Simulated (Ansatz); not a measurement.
Cost and result by functional for the surface energy of the (0001) surface of hcp Re in its 1x1 cell, outermost plane spacing 2.24 Å in the ideal cut, in Ansatz (plane waves, PAW). Single points on the PBE structure, on one kind of machine; costs are rough ratios of the slab run's core time (references not counted) to the cheapest single point. r2SCAN's cost holds its higher cutoff (500 against 420 eV). Differences are taken against r2SCAN for comparison alone: no measured value is at hand, so the table doesn't rank accuracy.

Model: 6-atom slab, 11.2 Å thick at the start, 15x15x1 mesh, Fermi-Dirac 0.1 eV, dipole correction, all atoms relaxed; start symmetry kept, larger cells not searched; no spin, no spin-orbit, no U. These notes are the PBE run's.

```csv
functional,relative cost,surface energy (J/m²),less r2SCAN (J/m²)
RPBE,1,2.43,-0.34
PBEsol,1,2.98,0.21
LDA,1,3.08,0.31
r2SCAN,2,2.77,0.00
PBE (the relaxed run's value),–,2.63,-0.14
```

The values span 0.65 J/m², while the single points' costs differ by a factor of roughly 2. Differences are of unrounded values.

Ansatz is a first-principles code.
